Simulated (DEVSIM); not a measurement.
Structure: abrupt Si n-p junction, at 350 K.

```tsv
layer (left to right)	material	thickness (μm)	Nd (cm⁻³)	Na (cm⁻³)	τn (s)	τp (s)
1	Si	0.160	1.5e18	-	6.2e-7	6.2e-7
2	Si	2.60	-	5.2e14	6.2e-7	6.2e-7
```

Left contact: ohmic. Right contact: ohmic. Voltage is applied to the left contact. Recombination: SRH at mid-gap, radiative, Auger. Mobility is μmin + (μ − μmin)/(1 + (N/Nref)^α).

Constants are typed, rounded textbook-type inputs, not results; the design itself was drawn at random and stands for no fabricated device. Values at 300 K; Nc and Nv go as T^1.5, mobilities as T to minus their exponent, the gap by Varshni's rule with the affinity fixed.

```tsv
parameter	Si
gap (eV)	1.124
affinity (eV)	4.05
permittivity	11.7
Nc (cm⁻³)	2.86e19
Nv (cm⁻³)	3.1e19
μn (cm²/Vs)	1417
μp (cm²/Vs)	470
μn,min	52
μp,min	45
Nref,n	9.7e16
Nref,p	2.2e17
αn	0.68
αp	0.72
T exponent of μn	2.3
T exponent of μp	2.2
B (cm³/s)	4.7e-15
Cn (cm⁶/s)	2.8e-31
Cp (cm⁶/s)	9.9e-32
Varshni α (eV/K)	0.000473
Varshni β (K)	636
```

DEVSIM, 1D drift-diffusion, Boltzmann statistics, complete ionisation; no tunnelling, impact ionisation, image-force lowering or self-heating.

The doping Na of layer 2 was swept, all else fixed.

| doping Na of layer 2 (cm^-3) | largest field in the device at zero bias (V/cm) | potential step across the device at zero bias (V) | dark forward voltage at 100 A/cm² (V) | dark forward voltage at 1 A/cm² (V) |
|---|---|---|---|---|
| 1.6e13 | 72000 | 0.571 | 0.530 | 0.254 |
| 5.2e13 | 72000 | 0.607 | 0.534 | 0.291 |
| 1.6e14 | 72000 | 0.641 | 0.540 | 0.326 |
| 5.2e14 | 72000 | 0.676 | 0.550 | 0.363 |
| 1.6e15 | 73000 | 0.710 | 0.566 | 0.399 |
| 5.2e15 | 77000 | 0.746 | 0.591 | 0.438 |
| 1.6e16 | 87000 | 0.780 | 0.622 | 0.476 |

From the first row to the last the largest field in the device at zero bias goes from 72000 to 87000. From the first row to the last the potential step across the device at zero bias goes from 0.571 to 0.780.
